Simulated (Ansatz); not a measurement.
Effective masses and thermopower of BeS under load (space group F-43m)

Here is the system:

```
BeS
1.0
    0.00000     2.32216     2.32216
    2.32216     0.00000     2.32216
    2.32216     2.32216     0.00000
Be S
1 1
Cartesian
  0.00000   0.00000   0.00000
  3.48324   3.48324   3.48324
```

Calculation: PBEsol, rigid bands (plane waves, PAW, scalar-relativistic; Ansatz, an electronic-structure program). Condition of this run: hydrostatic pressure 15 GPa (the target of the relaxation). How the cell was made: cell and atoms relaxed with PBEsol, then loaded as said.

```json
{
  "band_gap": "2.60 eV",
  "electron conductivity mass (300 K, dilute)": "0.34 mₑ",
  "hole conductivity mass (300 K, dilute)": "0.59 mₑ",
  "effective density of states N_c (300 K)": "1.8e19 cm⁻³",
  "effective density of states N_v (300 K)": "7.7e19 cm⁻³",
  "density_of_states_mass_electrons": "0.80 mₑ",
  "density_of_states_mass_holes": "2.1 mₑ",
  "Seebeck coefficient, n-type 1e19 cm⁻³, 300 K": "-267 μV/K",
  "best n-type power factor at 300 K for τ = 10 fs (best axis; densities from 1e16 to 1e21 cm⁻³ tried, whether or not they can be reached)": "8.2 μW/(cm·K²) at 1e20 cm⁻³",
  "Seebeck coefficient, p-type 1e19 cm⁻³, 300 K": "386 μV/K",
  "best p-type power factor at 300 K for τ = 10 fs (best axis; densities from 1e16 to 1e21 cm⁻³ tried, whether or not they can be reached)": "19.5 μW/(cm·K²) at 3e20 cm⁻³"
}
```

Rigid bands; masses and Seebeck coefficients take one relaxation time τ for all states and one kind of carrier; polarons and phonon drag are left out. Spin-orbit coupling is left out; where it splits the top of the valence band, N_v and the p-type Seebeck coefficient come out somewhat high without it.
